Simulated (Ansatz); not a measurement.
The parent structure is Nb in the bcc (W type) structure (space group Im-3m, No. 229; a = 3.272 Å).

Level of theory: Kohn–Sham DFT with the PBEsol functional, run in Ansatz (a quantum-chemistry and plane-wave program) with PAW and 420 eV plane waves, without spin-orbit coupling, earlier PAW set.

For the base:

The lattice parameter a is 3.272 Å.

The change: a hydrostatic pressure of 0.7 GPa.

Problem. Predict the new lattice parameter a.

Solution. The lattice parameter a decreases by 0.004 Å (3.272 Å → 3.268 Å).

Load acts through the strain it causes; cell and atoms are relaxed under it. No phonon test of stability was made. The base started in P-1 and relaxed to Im-3m at this level. All final runs are without spin polarisation.
